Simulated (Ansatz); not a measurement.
**Migration barriers: interstitial Li in monoclinic ZrO2 strained by +1.5 % along x and y, z held, charge state +1**

Consider interstitial Li in monoclinic ZrO2 strained by +1.5 % along x and y, z held, charge state +1. These are PBE, PAW (plane waves to 420 eV; Ansatz, a quantum-chemistry and plane-wave program) values and carry that method's errors.

Settings: 96 host sites, the strained lattice (strain from the relaxed PBE one, atoms relaxed), the Γ point alone, smearing 0.01 eV, spin-restricted, no image-charge correction. No zero-point or tunnelling terms. The charge state is imposed; whether it is stable for some Fermi level was not computed. Sites that were not tried may lie lower.

Barriers: single points on a 2×2×2 k-point mesh shifted by half a step at the bands' geometries.

```tsv
Route	Start site over the lowest site run (eV)	Hop (Å)	Forward barrier (eV)	Backward barrier (eV)	Neighbours at the start	Neighbours at the saddle	Saddle order	Forward, on the band's own sampling (eV)
one Li atom jumps by itself	0.00	2.65	0.09	0.09	2 O at 1.83, O at 2.00, O at 2.05 Å	2 O at 1.92, O at 1.96, O at 1.98 Å	not checked, on a symmetry element	0.09
one Li atom jumps by itself	0.00	3.20	0.96	0.96	2 O at 1.83, O at 2.00, O at 2.05 Å	O at 1.72, 2 O at 1.77, O at 2.14 Å	not checked	0.96
```

Paths come from climbing-image nudged elastic band runs. Of the routes that converged and passed our checks, the lowest saddle point lies 0.088 eV above the lowest of the sites run (one Li atom jumps by itself); other sites, such as split forms, and other routes may lie lower. A band can be held on a symmetry element, so unchecked saddle points there may be too high.

The whole set of runs took around 2.8 core-hours (rough).
